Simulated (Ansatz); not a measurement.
System: Ti₄AlN₃ (P6₃/mmc, No. 194). Method: PBEsol (PAW; Ansatz, a program for electronic structure).

Settings: plane-wave cutoff 520 eV, 24×24×4 k mesh (along the axes of the cell as run), Fermi–Dirac smearing 0.05 eV, no spin polarisation, scalar-relativistic PAW data made under PBE.

Response to compression and expansion:

Shape and atoms are relaxed at each volume.

| V (Å³/atom) | P (GPa) | c (Å) | a (Å) |
|---|---|---|---|
| 10.610 | 9.44 | 22.919 | 2.924 |
| 10.831 | 4.46 | 23.091 | 2.944 |
| 11.052 | 0.00 | 23.261 | 2.963 |
| 11.273 | -4.00 | 23.432 | 2.981 |
| 11.494 | -7.58 | 23.603 | 2.999 |

Note: the run has no spin polarisation, so it can have missed a magnetic state; the bulk modulus comes from volumes at which shape and atoms were relaxed.
